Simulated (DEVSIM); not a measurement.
System: TaN/AlN/n-GaSb capacitor, at 300 K.

Layer 1 from the left is AlN, thickness (nm) 1.70. Layer 2 from the left is GaSb, thickness (nm) 7900, Nd (cm⁻³) 5.8e15.

Metal gate on the left, work function 4.4 eV. Fixed charge at the semiconductor interface 3e11 cm⁻² (in units of +e); no interface traps.

The device is made up for the run: typed textbook-type constants, with dimensions and the other settings drawn at random. Values at 300 K.

AlN: gap (eV) 6.1, affinity (eV) 1.9, permittivity 8.5. GaSb: gap (eV) 0.726, affinity (eV) 4.06, permittivity 15.7, Nc (cm⁻³) 2.1e17, Nv (cm⁻³) 1.8e19.

### Question
Estimate by hand the flat-band voltage, the threshold voltage, and compare with a numerical solution.

### Answer

- Flat-band voltage: C = 4.43 μF/cm², work-function difference 0.247 V; VFB = φms − qNf/C = 0.24 V; numerical 0.24 V.
- Threshold voltage: φF = 0.213 V, depletion charge √(4εqNφF) = 3.31e-8 C/cm²; VT = VFB − 2φF − Qd/C = -0.20 V; numerical -0.20 V.

Simulated with DEVSIM: 1D Poisson equation in equilibrium, Boltzmann statistics, complete ionisation; no quantum confinement or tunnelling. Metal contacts follow the ideal Schottky-Mott rule: no Fermi-level pinning, no interface dipoles.
